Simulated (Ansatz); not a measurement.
Defect migration in 4H silicon carbide strained by -1.5 % along x and y, z held: interstitial H, charge state +1. Method: PBE, PAW (plane waves to 420 eV; Ansatz, a program for electronic structure).

Settings: 72 host sites, the strained lattice (strain from the relaxed PBE one, atoms relaxed), a 2×2×2 k-point mesh shifted by half a step along c, smearing 0.01 eV, spin-restricted, no image-charge correction. Energies are static. The charge state is imposed; whether it is stable for some Fermi level was not computed. Sites that were not tried may lie lower.

The step: one H atom jumps by itself. Atoms about the jump, Cartesian Å from the middle of the jump, before and after:

| atom | x0 | y0 | z0 | x1 | y1 | z1 |
|---|---|---|---|---|---|---|
| H1 | 0.62 | 0.00 | 0.00 | -0.62 | 0.00 | 0.00 |
| C2 | 1.47 | -0.44 | 0.59 | 1.53 | -0.47 | 0.58 |
| C3 | -1.53 | -0.47 | 0.58 | -1.47 | -0.44 | 0.59 |
| Si4 | -0.06 | -1.41 | 1.28 | 0.06 | -1.41 | 1.28 |
| Si5 | 1.58 | -0.50 | -1.47 | 1.53 | -0.48 | -1.32 |
| Si6 | -1.53 | -0.48 | -1.32 | -1.58 | -0.50 | -1.47 |
| Si7 | 1.54 | 1.36 | 1.28 | 1.53 | 1.29 | 1.23 |
| Si8 | -1.53 | 1.29 | 1.23 | -1.54 | 1.36 | 1.28 |
| C9 | 0.01 | 0.40 | -1.95 | -0.01 | 0.40 | -1.95 |
| C10 | 0.00 | 2.17 | 0.58 | 0.00 | 2.17 | 0.58 |
| Si11 | 0.01 | 2.18 | -1.32 | -0.01 | 2.18 | -1.32 |
| C12 | 0.00 | -3.12 | 0.58 | 0.00 | -3.12 | 0.58 |
| C13 | -0.01 | -1.35 | 3.14 | 0.01 | -1.35 | 3.14 |
| Si14 | 0.00 | -3.11 | -1.32 | 0.00 | -3.11 | -1.32 |
| Si15 | 3.06 | -1.36 | 1.20 | 3.06 | -1.35 | 1.22 |
| Si16 | -3.06 | -1.35 | 1.22 | -3.06 | -1.36 | 1.20 |
| C17 | 1.53 | -2.26 | -1.96 | 1.52 | -2.23 | -1.95 |
| C18 | -1.52 | -2.23 | -1.95 | -1.53 | -2.26 | -1.96 |
| C19 | 1.52 | 1.30 | 3.14 | 1.53 | 1.29 | 3.12 |
| C20 | -1.53 | 1.29 | 3.12 | -1.52 | 1.30 | 3.14 |
| Si21 | 1.52 | -0.46 | 3.76 | 1.54 | -0.47 | 3.76 |
| Si22 | -1.54 | -0.47 | 3.76 | -1.52 | -0.46 | 3.76 |
| C23 | 3.05 | 2.18 | 0.58 | 3.04 | 2.17 | 0.58 |
| C24 | -3.04 | 2.17 | 0.58 | -3.05 | 2.18 | 0.58 |
| C25 | 3.08 | 0.42 | -1.97 | 3.04 | 0.41 | -1.95 |
| C26 | -3.04 | 0.41 | -1.95 | -3.08 | 0.42 | -1.97 |

Problem. Predict the transition state.

Solution. 
```csv
atom,x,y,z
H1,0.00,-0.17,0.33
C2,1.44,-0.44,0.55
C3,-1.44,-0.44,0.55
Si4,0.00,-1.49,1.32
Si5,1.53,-0.46,-1.37
Si6,-1.53,-0.46,-1.37
Si7,1.52,1.34,1.23
Si8,-1.52,1.34,1.23
C9,0.00,0.43,-1.97
C10,0.00,2.20,0.57
Si11,0.00,2.19,-1.33
C12,0.00,-3.15,0.56
C13,0.00,-1.36,3.15
Si14,0.00,-3.11,-1.33
Si15,3.04,-1.34,1.21
Si16,-3.04,-1.34,1.21
C17,1.52,-2.23,-1.96
C18,-1.52,-2.23,-1.96
C19,1.52,1.30,3.11
C20,-1.52,1.30,3.11
Si21,1.53,-0.46,3.76
Si22,-1.53,-0.46,3.76
C23,3.05,2.17,0.57
C24,-3.05,2.17,0.57
C25,3.05,0.42,-1.96
C26,-3.05,0.42,-1.96
```
It lies 0.50 eV above the start and 0.50 eV above the end. The saddle point's order was not checked, and it lies on a symmetry element of the cell, where a band can be held.
